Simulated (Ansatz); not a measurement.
A one-dimensional CsBr body, 8 atoms a period, stretched and compressed along its axis from its relaxed period of 7.104 Å, atoms relaxed at each length.

```
CELL_PARAMETERS angstrom
     14.50000     0.00000     0.00000
      0.00000    14.50000     0.00000
      0.00000     0.00000     7.10426
ATOMIC_POSITIONS crystal
  Cs 0.37725 0.37725 0.00000
  Br 0.37719 0.37719 0.50000
  Br 0.37719 0.62281 0.00000
  Cs 0.37725 0.62275 0.50000
  Br 0.62281 0.37719 0.00000
  Cs 0.62275 0.37725 0.50000
  Cs 0.62275 0.62275 0.00000
  Br 0.62281 0.62281 0.50000
```

Calculation: PBE (plane waves to 420 eV, PAW; Ansatz, a quantum-chemistry and plane-wave program). Mesh 1×1×44. No spin polarisation. Periodic along z alone, with about 11 Å of vacuum beside it. A hypothetical model. It keeps the symmetry and period of its start, so it need not be a minimum against all distortions. Values not marked SOC lack spin–orbit coupling. Buckling under compression is shut out by symmetry and the short period. Energies are free energies at a Fermi–Dirac width of 0.02 eV, from the unstrained cell.

```json
[
 {"strain (%)": "-3.0", "energy (meV a period)": "+47", "axial force (nN)": "-0.77", "PBE gap (eV)": "4.19"},
 {"strain (%)": "-1.5", "energy (meV a period)": "+12", "axial force (nN)": "-0.35", "PBE gap (eV)": "4.22"},
 {"strain (%)": "0.0", "energy (meV a period)": "0", "axial force (nN)": "0.00", "PBE gap (eV)": "4.23"},
 {"strain (%)": "+1.5", "energy (meV a period)": "+10", "axial force (nN)": "+0.28", "PBE gap (eV)": "4.23"},
 {"strain (%)": "+3.0", "energy (meV a period)": "+35", "axial force (nN)": "+0.50", "PBE gap (eV)": "4.23"}
]
```

The slope of the force at zero strain is 21 nN.
